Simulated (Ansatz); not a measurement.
Reference: TlCl (Pm-3m), PBEsol+D3BJ, rigid bands (plane waves, PAW, scalar-relativistic; Ansatz, a quantum-chemistry and plane-wave program); axes and stresses refer to this cell.

```
TlCl
1.0
    3.70636     0.00000     0.00000
    0.00000     3.70636     0.00000
    0.00000     0.00000     3.70636
Tl Cl
1 1
Direct
  0.00000   0.00000   0.00000
  0.50000   0.50000   0.50000
```

The hole conductivity mass is 0.36 mₑ. The electron conductivity mass is 0.20 mₑ and the Seebeck coefficient, n-type 1e19 cm⁻³ is -197 μV/K.

**Question.** Change: spin-orbit coupling switched on. What happens to hole conductivity mass, electron conductivity mass, Seebeck coefficient, n-type 1e19 cm⁻³?

**Answer.** hole conductivity mass falls to 0.34 mₑ; electron conductivity mass increases to 0.29 mₑ; Seebeck coefficient, n-type 1e19 cm⁻³ drops in size to -149 μV/K.

Masses are for dilute carriers at 300 K, harmonic means over directions unless an axis is named. Seebeck coefficients are for the stated density at 300 K, with one relaxation time for all states and whether or not that doping can be reached. Spin-orbit coupling is left out unless a row names it; without it the gap and masses of crystals with these elements can be far off. 

PBEsol with a dispersion correction tends to overbind, so the cell can be several per cent short, in bad cases over ten, which usually narrows a gap: TlCl (Pm-3m).
